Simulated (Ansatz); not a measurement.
Cu, response to strain

Base system: Cu in the fcc (Cu type) structure (space group Fm-3m, No. 225; relaxed with 0.1 eV smearing).

```cif
data_Cu4
_chemical_formula_sum 'Cu4'
_space_group_name_H-M_alt 'Fm-3m'
_space_group_IT_number 225
_space_group_name_Hall '-F 4 2 3'
_cell_length_a 3.62987
_cell_length_b 3.62987
_cell_length_c 3.62987
_cell_angle_alpha 90.000
_cell_angle_beta 90.000
_cell_angle_gamma 90.000
loop_
_atom_site_label
_atom_site_type_symbol
_atom_site_symmetry_multiplicity
_atom_site_Wyckoff_symbol
_atom_site_fract_x
_atom_site_fract_y
_atom_site_fract_z
_atom_site_occupancy
Cu1 Cu 4 a 0.00000 0.00000 0.00000 1
```
(The calculation used a cell of 1 atom; values per cell refer to that cell.)

Strains are applied to the cell and any free atomic positions relax.

Method: PBE/PAW in Ansatz (a first-principles code), without spin-orbit coupling.

Notes on the quantities. energy relative to the base: free energy F.

| case | pressure | shortest interatomic distance | energy relative to the base |
|---|---|---|---|
| base | 0.0 GPa | 2.567 Å | 0 meV/atom |
| isotropic strain −3.00 % | 16.2 GPa | 2.490 Å | +48 meV/atom |
| isotropic strain −2.50 % | ? | 2.503 Å | +33 meV/atom |
| isotropic strain −1.00 % | 4.6 GPa | 2.541 Å | +4.9 meV/atom |
| isotropic strain −0.50 % | 2.2 GPa | 2.554 Å | +1.2 meV/atom |
| isotropic strain +0.50 % | -2.0 GPa | 2.580 Å | +1.2 meV/atom |
| isotropic strain +1.00 % | ? | 2.592 Å | +4.5 meV/atom |
| isotropic strain +1.50 % | -5.6 GPa | 2.605 Å | ? |
| isotropic strain +2.50 % | -8.7 GPa | 2.631 Å | +27 meV/atom |
| isotropic strain +3.00 % | -10.0 GPa | 2.644 Å | +38 meV/atom |

Problem. Fill in the withheld entries from the trend.

Solution. 
- isotropic strain −2.50 %, pressure: 13.0 GPa
- isotropic strain +1.00 %, pressure: -3.9 GPa
- isotropic strain +1.50 %, energy relative to the base: +10 meV/atom

Stability against distortions was not tested. All final runs are without spin polarisation.
